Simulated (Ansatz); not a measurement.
The parent structure is Pd in the fcc (Cu type) structure (space group Fm-3m, No. 225; a = 3.878 Å; relaxed with 0.1 eV smearing). Axes: x, y, z lie along the cube axes.

All numbers come from plane-wave PAW DFT at the PBEsol level (Ansatz, a quantum-chemistry and plane-wave program, 420 eV), without spin-orbit coupling.

One thing is altered: the cell is compressed by 2.96 % along y with no lateral relaxation; the atoms relax in the strained cell.

**Question.** Predict the stress tensor and what it implies for the stiffness.

**Answer.** Stress of the strained cell less that of the base (GPa, compression positive):
```
    6.0     0.0     0.0
    0.0     8.0     0.0
    0.0     0.0     6.0
```

Then −Δσ_ii/ε with ε = -0.0296 gives secant stiffness values (nonlinear terms included at this strain): C22 ≈ 270 GPa, C12 ≈ 202 GPa and C23 ≈ 202 GPa.

As a check, the harmonic strain energy −½ V₀ Δσ:ε is 11 meV/atom; the computed energy rise is 10 meV/atom.

No phonon test of stability was made. All final runs are without spin polarisation.
